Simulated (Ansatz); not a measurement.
Take SiC in the zinc blende structure (space group F-43m, No. 216) as the base.

```
SiC
1.0
    0.00000     2.16449     2.16449
    2.16449     0.00000     2.16449
    2.16449     2.16449     0.00000
Si C
1 1
Direct
  0.00000   0.00000   0.00000
  0.25000   0.25000   0.25000
```

Calculations: plane-wave PAW DFT at the LDA level (Ansatz, an electronic-structure program, 420 eV), spin-orbit coupling left out.

Strains are applied to the cell and any free atomic positions relax.

One change was made to it. Results:

```json
[
 {"quantity": "band gap", "base": "1.30 eV", "after": "1.24 eV"},
 {"quantity": "hole mass (degenerate bands, along [100])", "base": "0.39, 0.59, 0.59 mₑ (at Γ)", "after": "0.42, 0.60, 0.60 mₑ (at Γ)"},
 {"quantity": "electron mass", "base": "0.68 mₑ along k, 0.23 mₑ across (at X)", "after": "0.66 mₑ along k, 0.22 mₑ across (at X)"},
 {"quantity": "pressure", "base": "0.0 kbar", "after": "156.3 kbar"}
]
```

**Question.** Which change produced these results?
A) isotropic strain −2.00 %
B) isotropic strain +3.00 %
C) isotropic strain −1.00 %
D) isotropic strain +1.00 %
E) isotropic strain −3.00 %

**Answer.** A, isotropic strain −2.00 %. For comparison, the electron mass in the other runs: isotropic strain +3.00 % gives 0.71 mₑ along k, 0.23 mₑ across (at X); isotropic strain −1.00 % gives 0.67 mₑ along k, 0.22 mₑ across (at X); isotropic strain −3.00 % gives 0.65 mₑ along k, 0.22 mₑ across (at X); isotropic strain +1.00 % gives 0.69 mₑ along k, 0.23 mₑ across (at X).

Masses are band curvatures over ±0.01 Å⁻¹ around the edge. Along k means along the line from Γ to the band edge. Whether these cells are dynamically stable was not tested.
